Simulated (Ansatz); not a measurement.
## Ru under load (space group P6_3/mmc): band-structure transport figures

Input:

```
CELL_PARAMETERS angstrom
      2.66318     0.00000     0.00000
     -1.33159     2.30639     0.00000
      0.00000     0.00000     4.22041
ATOMIC_POSITIONS crystal
  Ru 0.33333 0.66667 0.25000
  Ru 0.66667 0.33333 0.75000
```

Calculation: PBEsol, rigid bands (plane waves, PAW, scalar-relativistic; Ansatz, a quantum-chemistry and plane-wave program). Condition of this run: hydrostatic pressure 10 GPa (the target of the relaxation). Geometry: cell and atoms relaxed with PBEsol, then loaded as said.

```yaml
density of states at the Fermi level: 1.50 states/(eV·cell), both spins
bare Sommerfeld coefficient: 1.77 mJ/(mol of atoms·K²)
drude_plasma_energy: 8.8 (x), 8.8 (y), 9.8 (z) eV
root-mean-square Fermi velocity: 7.5e5 m/s
resistivity times τ: 6.3 (x), 6.3 (y), 5.1 (z) ×10⁻²² Ω·m·s
```

A metal at this level (no band gap); rigid bands, thermally averaged at 300 K, both spins. Spin-orbit coupling is left out. τ is one relaxation time for all states.
